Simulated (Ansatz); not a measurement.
**CaSe: response to strain**

Consider CaSe in the rock salt structure (space group Fm-3m, No. 225).

```
CaSe
1.0
    0.00000     2.93425     2.93425
    2.93425     0.00000     2.93425
    2.93425     2.93425     0.00000
Ca Se
1 1
Direct
  0.00000   0.00000   0.00000
  0.50000   0.50000   0.50000
```

Cartesian axes are those of the cell as printed.

Strains are applied to the cell and any free atomic positions relax.

Level of theory: Kohn–Sham DFT with the PBEsol functional, run in Ansatz (a program for electronic structure) with PAW and 420 eV plane waves, no SOC.

Candidates:
(a) uniaxial strain ε_zz = +3.00 %
(b) uniaxial strain ε_zz = −2.50 %
(c) uniaxial strain ε_zz = −1.00 %

Before the change:

| Property | Value |
|---|---|
| Band gap | 1.88 eV |

Problem. Order them by band gap, lowest first.

Solution. (b) uniaxial strain ε_zz = −2.50 % (1.79 eV), (c) uniaxial strain ε_zz = −1.00 % (1.84 eV), (a) uniaxial strain ε_zz = +3.00 % (1.95 eV)

Stability against distortions was not tested.
